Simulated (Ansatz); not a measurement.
Al2O3: response to strain

Base system: Al2O3 in the corundum structure (space group R-3c, No. 167).

```
CELL_PARAMETERS angstrom
      2.40441     1.38819     4.37463
     -2.40441     1.38819     4.37463
      0.00000    -2.77638     4.37463
ATOMIC_POSITIONS crystal
  Al 0.35215 0.35215 0.35215
  Al 0.14785 0.14785 0.14785
  Al 0.64785 0.64785 0.64785
  Al 0.85215 0.85215 0.85215
  O  0.55618 0.94382 0.25000
  O  0.25000 0.55618 0.94382
  O  0.94382 0.25000 0.55618
  O  0.44382 0.05618 0.75000
  O  0.75000 0.44382 0.05618
  O  0.05618 0.75000 0.44382
```

Strains are applied to the cell and any free atomic positions relax.

Method: Kohn–Sham DFT with the PBE functional, run in Ansatz (a program for electronic structure) with PAW and 420 eV plane waves, no SOC.

```tsv
isotropic strain (%)	band gap (eV)
-4.18	7.49
-2.58	?
0	5.85
0.61	5.63
```

Q: Fit E_g = E₀ + Dε (ε in %) to the rows shown and predict the withheld row.

A: Least squares on the printed values gives E₀ = 5.86 eV, D = -390 meV per % of strain (largest residual 0.01 eV); this predicts 6.87 eV, and the run gives 6.84 eV, 0.03 lower.

Whether these cells are dynamically stable was not tested.
